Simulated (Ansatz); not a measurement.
# SiC, response to strain

The reference is SiC in the zinc blende structure (space group F-43m, No. 216; a = 4.3563 Å).

Strains are applied to the cell and any free atomic positions relax.

Computed with plane-wave PAW DFT at the r2SCAN level (Ansatz, a program for electronic structure, 500 eV), no spin-orbit coupling.

Notes on the quantities. energy relative to the base: free energy F.

| isotropic strain (%) | energy relative to the base (meV/atom) |
|---|---|
| 0 | 0.0 |
| 0.5 | 1.6 |
| 1 | 6.4 |
| 1.5 | 14.2 |
| 2 | ? |
| 2.5 | 38.4 |
| 3 | 54.5 |

Task: Fit ΔE = Aε² + Bε³ (ε in %) to the rows shown and predict the withheld row.

Result: Least squares on the printed values gives A = 6.57 and B = -0.17 meV/atom (largest residual 0.0 meV/atom); this predicts 24.9 meV/atom, and the run gives 24.9 meV/atom, in agreement.

Stability against distortions was not tested.
